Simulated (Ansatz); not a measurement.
# W: isotropic strain +2.00 %

Take W in the bcc (W type) structure (space group Im-3m, No. 229; a = 3.1353 Å; relaxed with 0.1 eV smearing) as the base.

The change: an isotropic linear strain of +2.00 %, atoms relaxed at fixed cell.

Method: LDA/PAW in Ansatz (a quantum-chemistry and plane-wave program), no SOC. Settings: 29×29×29 k-points, 0.1 eV Fermi–Dirac smearing.

- Volume per atom = 16.35 Å³ (base 15.41 Å³)
- Space group = Im-3m (No. 229) (base Im-3m (No. 229))
- Shortest interatomic distance = 2.770 Å (base 2.715 Å)
- Energy relative to the base (free energy F) = +55 meV/atom
- Pressure = -17.6 GPa (base 0.0 GPa)
- Band gap = zero (base zero)

Final structure:

```yaml
crystal:
  lattice:
    - [-1.59900, 1.59900, 1.59900]
    - [1.59900, -1.59900, 1.59900]
    - [1.59900, 1.59900, -1.59900]
  atoms:
    - { symbol: W, position: [0.00000, 0.00000, 0.00000] }
```

Stability against distortions was not tested. All final runs are without spin polarisation.
